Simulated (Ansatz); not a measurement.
# GaP under a change: isotropic strain +1.50 %

Start from GaP in the zinc blende structure (space group F-43m, No. 216; a = 5.5060 Å).

Perturbation: an isotropic linear strain of +1.50 %, atoms relaxed at fixed cell.

Method: PBE in Ansatz (plane waves to 420 eV, PAW, scalar-relativistic without spin-orbit coupling). Settings: 10×10×10 k-points, 0.05 eV Fermi–Dirac smearing.

```csv
quantity,base,changed,shift
volume per atom,20.86 Å³,21.82 Å³,+0.953 Å³
energy relative to the base (free energy F),0 meV/atom,+9.6 meV/atom,+9.6 meV/atom
pressure,0.01 GPa,-3.09 GPa,-3.10 GPa
band gap,1.58 eV,1.22 eV,-0.36 eV
gap character,direct at Γ,direct at Γ,–
mean gap deformation potential ΔEg/Δln V,–,-8.0 eV,–
width of the top valence band,3.28 eV,3.07 eV,-0.202 eV
electron mass,0.10 mₑ (at Γ),0.081 mₑ (at Γ),–
"hole mass (degenerate bands, along [100])","0.098, 0.40, 0.40 mₑ (at Γ)","0.079, 0.42, 0.42 mₑ (at Γ)",–
"valley order (the lowest conduction-band minima on the path, energy above the VBM, named in the base's zone)","Γ 1.58 eV; L along ⟨111⟩ 1.58 eV; a point along ⟨100⟩, about 1.0 Å⁻¹ from Γ 1.64 eV","Γ 1.22 eV; L along ⟨111⟩ 1.45 eV; a point along ⟨100⟩, about 1.0 Å⁻¹ from Γ 1.71 eV",–
```

Final structure:

```
CELL_PARAMETERS angstrom
      0.00000     2.79429     2.79429
      2.79429     0.00000     2.79429
      2.79429     2.79429     0.00000
ATOMIC_POSITIONS crystal
  Ga 0.00000 0.00000 0.00000
  P  0.25000 0.25000 0.25000
```

Effective masses come from finite differences of ±0.01 Å⁻¹. Whether these cells are dynamically stable was not tested. The real GaP has an indirect gap at ambient pressure; PBE orders its close-lying valleys differently.

Ansatz is an electronic-structure program.
